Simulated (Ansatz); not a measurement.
Reference: K2SnBr6 (Fm-3m), PBEsol, rigid bands (plane waves, PAW, scalar-relativistic; Ansatz, an electronic-structure program); geometry: cell and atoms relaxed with PBEsol.

```yaml
crystal:
  lattice:
    - [0.00000, 5.26354, 5.26354]
    - [5.26354, 0.00000, 5.26354]
    - [5.26354, 5.26354, 0.00000]
  atoms:
    - { symbol: K, position: [0.75000, 0.75000, 0.75000] }
    - { symbol: K, position: [0.25000, 0.25000, 0.25000] }
    - { symbol: Sn, position: [0.00000, 0.00000, 0.00000] }
    - { symbol: Br, position: [0.24805, 0.24805, 0.75195] }
    - { symbol: Br, position: [0.75195, 0.75195, 0.24805] }
    - { symbol: Br, position: [0.75195, 0.24805, 0.24805] }
    - { symbol: Br, position: [0.24805, 0.75195, 0.75195] }
    - { symbol: Br, position: [0.24805, 0.75195, 0.24805] }
    - { symbol: Br, position: [0.75195, 0.24805, 0.75195] }
```

| Quantity | Value |
|---|---|
| band gap | 1.05 eV |
| electron conductivity mass | 0.31 mₑ |
| Seebeck coefficient, n-type 1e19 cm⁻³ | -154 μV/K |

**Question.** Swap Sn for Pt, keeping the structure type. How do these values move?

**Answer.** K₂PtBr₆ (Fm-3m): volume per atom 32.4 to 29.9 Å³; band gap falls (1.05 eV to 0.98 eV); electron conductivity mass rises (0.31 mₑ to 0.45 mₑ); Seebeck coefficient, n-type 1e19 cm⁻³ rises in size (-154 μV/K to -283 μV/K).

Moves up to 5 % count as about the same. Masses are for dilute carriers at 300 K, harmonic means over directions unless an axis is named. Seebeck coefficients are for the stated density at 300 K, with one relaxation time for all states and whether or not that doping can be reached. Spin-orbit coupling is left out.

Formula and space group known from diffraction (Crystallography Open Database), not checked to be the room-temperature form: K2PtBr6 (Fm-3m). Computed structure with no diffraction record at hand here (it may be known, metastable or hypothetical): K2SnBr6 (Fm-3m). The missing spin-orbit coupling matters most for K2PtBr6 (Fm-3m).
